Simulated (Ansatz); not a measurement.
The reference is GaAs in the zinc blende structure (space group F-43m, No. 216).

```
GaAs
1.0
    0.00000     2.83335     2.83335
    2.83335     0.00000     2.83335
    2.83335     2.83335     0.00000
Ga As
1 1
Direct
  0.00000   0.00000   0.00000
  0.25000   0.25000   0.25000
```

Cartesian axes are those of the cell as printed.

The values are results of Kohn–Sham DFT with the r2SCAN functional, run in Ansatz (a program for electronic structure) with PAW and 500 eV plane waves, without spin-orbit coupling, not measurements.

Strains are applied to the cell and any free atomic positions relax; under biaxial strain the out-of-plane vector relaxes too.

One change was made to it. Results:

The electron mass becomes 0.055 mₑ out of plane, 0.063 mₑ in plane (at Γ) (base: 0.051 mₑ (at Γ)); the energy grows by 7.1 meV/atom; the band gap increases by 0.12 eV (0.96 eV → 1.08 eV).

Q: Which change produced these results?
A. biaxial strain −1.67 %, plane normal [111], relaxed out of plane
B. biaxial strain −2.08 %, plane normal [111], relaxed out of plane
C. biaxial strain −2.50 %, plane normal [111], relaxed out of plane
D. biaxial strain −0.42 %, plane normal [111], relaxed out of plane
E. biaxial strain −1.25 %, plane normal [111], relaxed out of plane

A: A, biaxial strain −1.67 %, plane normal [111], relaxed out of plane. For comparison, the electron mass in the other runs: biaxial strain −2.08 %, plane normal [111], relaxed out of plane gives 0.056 mₑ out of plane, 0.066 mₑ in plane (at Γ); biaxial strain −1.25 %, plane normal [111], relaxed out of plane gives 0.055 mₑ out of plane, 0.059 mₑ in plane (at Γ); biaxial strain −0.42 %, plane normal [111], relaxed out of plane gives 0.053 mₑ (at Γ); biaxial strain −2.50 %, plane normal [111], relaxed out of plane gives 0.056 mₑ out of plane, 0.069 mₑ in plane (at Γ).

Effective masses come from finite differences of ±0.01 Å⁻¹. No phonon test of stability was made.
